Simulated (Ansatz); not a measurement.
Base system: MgSe in the rock salt structure (space group Fm-3m, No. 225; a = 5.4722 Å).

Modification: O takes the place of Se on all its sites, then cell and atoms are relaxed.

Level of theory: r2SCAN, PAW, 500 eV (Ansatz, an electronic-structure program; spin-orbit coupling left out).

Base, band edges from the VBM (valence, conduction): X -1.79, 2.48; W -2.47, 5.15; L -0.60, 4.52; Γ 0.00, 3.44; K -1.44, 3.69; U -1.44, 3.69 eV.

Q: Give the band edges at the high-symmetry points of the new zone, measured from its valence-band maximum.

A: 
| point | valence edge (eV) | conduction edge (eV) |
|---|---|---|
| Γ | 0.00 | 5.68 |
| X | -1.37 | 10.05 |
| U | -1.17 | 11.10 |
| K | -1.17 | 11.10 |
| L | -0.68 | 8.86 |
| W | -1.78 | 12.74 |

The gap is 5.68 eV, direct at Γ.

Stability against distortions was not tested.
